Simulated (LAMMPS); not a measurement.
System: a melt made from CdTe (zinc blende), 4096 atoms, at 1760 K and 5 GPa, brought to that temperature within a few picoseconds.

Computed with classical MD, pair style sw, file CdTe.sw, run in LAMMPS.

```csv
t (ps),"MSD (Å²), Cd","MSD (Å²), Te"
0.1000,0.296,0.269
0.2000,0.704,0.693
0.3000,1.13,1.17
0.4000,1.61,1.69
0.5000,2.08,2.22
0.6000,2.56,2.76
0.7000,3.03,3.29
0.8000,3.51,3.82
0.9000,3.97,4.36
1.100,4.90,5.44
1.300,5.84,6.52
1.500,6.80,7.60
1.700,7.77,8.69
2.000,9.17,10.3
2.300,10.6,12.0
2.700,12.5,14.2
3.200,14.9,16.9
3.700,17.3,19.7
4.300,20.2,23.1
5.000,23.6,27.0
5.800,27.5,31.5
6.800,32.4,37.1
7.900,37.8,43.3
9.200,44.1,50.6
10.70,51.6,59.1
12.50,60.5,69.4
14.50,70.6,80.9
16.90,82.7,94.9
19.60,96.6,111
22.80,113,129
26.60,132,151
30.90,154,176
36.00,180,205
```

### Question
What do the data give for the state found, the self-diffusion coefficient of Cd (not corrected for cell size), the self-diffusion coefficient of Te (not corrected for cell size)?

### Answer
In three dimensions D is one sixth of the slope of the MSD at long times (fitted over 20 to 60 % of the run); 1 Å²/ps is 1e-4 cm²/s. state found: liquid; self-diffusion coefficient of Cd (not corrected for cell size): (8.5 ± 0.3) × 10^-5 cm²/s; self-diffusion coefficient of Te (not corrected for cell size): (9.6 ± 0.2) × 10^-5 cm²/s.

Caution: a run this short can hold a crystal over, or a liquid under, the potential's own melting point, which these runs don't give. Caution: the real compound melts congruently only under the pressure of its own vapour and loses its more volatile element when open.
